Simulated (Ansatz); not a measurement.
What each level gives and costs: MoS₂ (R3m, 3 atoms in the cell)

```xyz
3
Lattice="1.5603 0.9008 6.3525 -1.5603 0.9008 6.3525 0.0000 -1.8017 6.3525" Properties=species:S:1:pos:R:3 pbc="T T T"
Mo     0.0000     0.0000    19.0532
S      0.0000     0.0000     7.8695
S      0.0000     0.0000     4.8273
```

Program: Ansatz (a quantum-chemistry and plane-wave program), PAW files made with PBE; each row names its functional.

Base settings: basis.ecutwfc = 420 eV; kpoints.mp_grid.grid = 5 5 5; kpoints.mp_grid.shift = 0.5 0.5 0.5; hamiltonian.xc = pbe0; hamiltonian.pseudopotentials = {kind: paw} (the program's default PAW files); scf.occupations.method = fixed.

Differences are taken from PBE0, a reference of convenience: it is no measurement, and no ranking of the functionals follows.

Core times come from one kind of shared machine and are given to one figure; runs under 30 s give none.

The starting cell comes from a database of computed structures (which also holds hypothetical and non-ambient phases and stackings), without a prior relaxation at this level. Its lattice was rescaled by a random factor within 2.5 % of one. Spin polarisation is off. In the base run, with a pressure of about 6 GPa the cell is away from its equilibrium volume at this level. Ansatz's pressure includes its estimate of the finite-basis (Pulay) stress.

| level | pressure less reference (GPa) | largest difference in the force on any atom (eV/Å) | core time / reference (rough) |
|---|---|---|---|
| PBE | 4.64 | 0.481 | – |
| HSE06 | 0.04 | 0.012 | 1.0 |
| PBE0 | 0.00 | 0.000 | 1 |

Keys are those of Ansatz 0.2.
